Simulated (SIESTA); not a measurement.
Input and output of a self-consistent single point for Ca2CoN2 (I4mm, 5 atoms in the cell) (SIESTA).

Level of theory: GGA PBEsol, numerical atomic orbitals DZP, PseudoDojo PBEsol standard norm-conserving potentials (rewritten from UPF to PSML) (SIESTA).

```
CELL_PARAMETERS angstrom
     -1.76847     1.76847     6.13334
      1.76847    -1.76847     6.13334
      1.76847     1.76847    -6.13334
ATOMIC_POSITIONS crystal
  Ca 0.34871 0.34871 0.00000
  Ca 0.65537 0.65537 0.00000
  Co 0.00000 0.00000 0.00000
  N  0.14401 0.14401 0.00000
  N  0.85599 0.85599 0.00000
```
Moments meant for the start (each program seeds them in its own way; μB, in the order of the atoms Ca Ca Co N N): 0.0 0.0 3.0 0.0 0.0.

Reference input (self-consistent single point, DFT, GGA PBEsol, numerical atomic orbitals DZP, PseudoDojo PBEsol standard norm-conserving potentials (rewritten from UPF to PSML)): XC.functional = GGA; XC.authors = PBEsol; potentials = PseudoDojo PBEsol standard; PAO.BasisSize = DZP; PAO.EnergyShift = 0.01 Ry; MeshCutoff = 350 Ry; kgrid.MonkhorstPack = 6 6 6; OccupationFunction = FD; ElectronicTemperature = 100 meV; Spin = polarized; DM.InitSpin = [1 +0.00, 2 +0.00, 3 +3.00, 4 +0.00, 5 +0.00]; MaxSCFIterations = 150. This run's input differs from it in these lines:

```diff
@@ -32,5 +32,5 @@
 %block kgrid.MonkhorstPack
-    6   0   0  0.0
-    0   6   0  0.0
-    0   0   6  0.0
+    9   0   0  0.0
+    0   9   0  0.0
+    0   0   9  0.0
 %endblock kgrid.MonkhorstPack
```

The program printed (abridged):

```
        iscf     Eharris(eV)        E_KS(eV)     FreeEng(eV)     dDmax    Ef(eV) dHmax(eV)
   scf:    1    -6640.168263    -6768.292947    -6768.328264  1.178425 -2.699009 47.601564
     spin moment: {S} , |S| = {        0.0        0.0    3.49683 }     3.49683
   scf:    2    -6839.605141    -6814.227410    -6814.303425  0.668365 -5.269058 13.267398
     spin moment: {S} , |S| = {        0.0        0.0    2.99887 }     2.99887
   scf:    3    -6809.914978    -6818.804725    -6818.898137  0.427127 -6.188993 11.312743
     spin moment: {S} , |S| = {        0.0        0.0    1.75655 }     1.75655
   [... lines left out ...]
     spin moment: {S} , |S| = {        0.0        0.0    2.26831 }     2.26831
   scf:   20    -6821.292446    -6821.292426    -6821.402045  0.000285 -5.478489  0.001484
     spin moment: {S} , |S| = {        0.0        0.0    2.26873 }     2.26873
   scf:   21    -6821.292442    -6821.292434    -6821.402045  0.000094 -5.478582  0.001121
     spin moment: {S} , |S| = {        0.0        0.0    2.26890 }     2.26890
   scf:   22    -6821.292422    -6821.292428    -6821.402045  0.000058 -5.478681  0.000779
     spin moment: {S} , |S| = {        0.0        0.0    2.26900 }     2.26900
SCF Convergence by DM+H criterion
max |DM_out - DM_in|         :     0.0000583690
max |H_out - H_in|      (eV) :     0.0007785321
SCF cycle converged after 22 iterations

Using DM_out to compute the final energy and forces

siesta: E_KS(eV) =            -6821.2924

siesta: E_KS - E_eggbox =     -6821.2924

siesta: Atomic forces (eV/Ang):
     1    0.000104    0.000104    0.240063
     2   -0.000042   -0.000042   -0.559308
     3    0.000018    0.000018    0.161184
     4   -0.000765   -0.000765   -0.091662
     5    0.000716    0.000716    0.250066
   Tot    0.000031    0.000031    0.000343
   Max    0.559308
   Res    0.176517    sqrt( Sum f_i^2 / 3N )
   Max    0.559308    constrained

Stress tensor Voigt[x,y,z,yz,xz,xy] (kbar):      -40.88      -40.88      -50.19        0.75        0.75       -0.01
   [... lines left out ...]
siesta: FreeEng =     -6821.402045
siesta: Cell volume =         76.727620 Ang**3
siesta:          43.98428858         50.99636990  kBar
   [... lines left out ...]
              0.005   0.004   0.009   0.004   0.003

mulliken: Qtot =       22.365

Mulliken Atomic Populations:
Atom #   charge [q] valence [e]      Sz [e]  Species
     1     0.906791    9.093209   -0.017489  Ca
     2     0.911837    9.088163   -0.013758  Ca
     3     0.076275   16.923725    1.836360  Co
     4    -0.937514    5.937514    0.232297  N
     5    -0.957389    5.957389    0.231594  N
 Total     0.000000                2.269004
```

The run converged in 22 iterations. Against the reference run the free energy stays essentially unchanged (within 1 meV/atom), the pressure moves little (4.41 to 4.40 GPa), the largest force goes from 0.570 to 0.559 eV/Å and the size of the net moment stays at 0.45 μB/atom.

The starting cell comes from a database of computed structures (which also holds hypothetical and non-ambient phases and stackings), without a prior relaxation at this level. Its lattice was rescaled by up to half a per cent. One atom was moved a little off its site on purpose. With one magnetic atom in the cell only a parallel order is possible. Values carry the incompleteness of an atom-centred basis. With a pressure of about 4 GPa the cell is away from its equilibrium volume at this level.

Cost on one core of a shared machine: roughly 80 s.
